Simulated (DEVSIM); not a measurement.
Device: abrupt GaSb n-p junction, at 300 K.

Layer 1 from the left is GaSb, thickness (μm) 0.150, Nd (cm⁻³) 3e15, τn (s) 5.3e-9, τp (s) 1.6e-10. Layer 2 from the left is GaSb, thickness (μm) 1.30, Na (cm⁻³) 2.3e15, τn (s) 5.3e-9, τp (s) 5.3e-9.

Left contact: ohmic. Right contact: ohmic. Voltage is applied to the left contact. Recombination: SRH at mid-gap. Mobility is μmin + (μ − μmin)/(1 + (N/Nref)^α).

The device is made up for the run: typed textbook-type constants, with dimensions and the other settings drawn at random. Values at 300 K.

GaSb: gap (eV) 0.726, affinity (eV) 4.06, permittivity 15.7, Nc (cm⁻³) 2.1e17, Nv (cm⁻³) 1.8e19, μn (cm²/Vs) 5000, μp (cm²/Vs) 850, μn,min 1000, μp,min 190, Nref,n 2.8e17, Nref,p 9e17, αn 1.05, αp 0.65.

Simulated with DEVSIM: 1D drift-diffusion, Boltzmann statistics, complete ionisation; no tunnelling, impact ionisation, image-force lowering or self-heating.

**Question.** What does the simulation give for the dark forward voltage at 100 A/cm², the potential step across the device at zero bias, the dark forward voltage at 1 A/cm²?

**Answer.** dark forward voltage at 100 A/cm² 0.337 V; potential step across the device at zero bias 0.384 V; dark forward voltage at 1 A/cm² 0.187 V.
